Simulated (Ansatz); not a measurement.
**A computed series for ZnCu2SnS4: response to strain**

The parent structure is ZnCu₂SnS₄ (space group I-42m, No. 121; a cell from a computed database, its experimental status unchecked).

```
CELL_PARAMETERS angstrom
     -2.68615     2.68615     5.37851
      2.68615    -2.68615     5.37851
      2.68615     2.68615    -5.37851
ATOMIC_POSITIONS crystal
  Zn 0.00000 0.00000 0.00000
  Cu 0.25000 0.75000 0.50000
  Cu 0.75000 0.25000 0.50000
  Sn 0.50000 0.50000 0.00000
  S  0.89413 0.37551 0.00000
  S  0.62449 0.62449 0.51862
  S  0.37551 0.89413 0.00000
  S  0.10587 0.10587 0.48138
```

Cartesian axes are those of the cell as printed.

Strains are applied to the cell and any free atomic positions relax; under biaxial strain the out-of-plane vector relaxes too.

Levels (all Ansatz, a quantum-chemistry and plane-wave program, PAW): PBEsol (420 eV, scalar-relativistic without spin-orbit coupling); r2SCAN (500 eV, no SOC).

Band gaps by level, all at the geometries relaxed with PBEsol:

| case | PBEsol | r2SCAN |
|---|---|---|
| base | zero | 0.32 eV |
| biaxial strain +2.23 %, plane normal [001], relaxed out of plane | zero | 0.26 eV |
| tensor shear ε_xz = +1.60 % | zero | 0.30 eV |

Single points use the geometry relaxed with PBEsol. No phonon test of stability was made. The final runs are not spin-polarised. The zero or small gap of ZnCu2SnS4 can change with the level of theory.
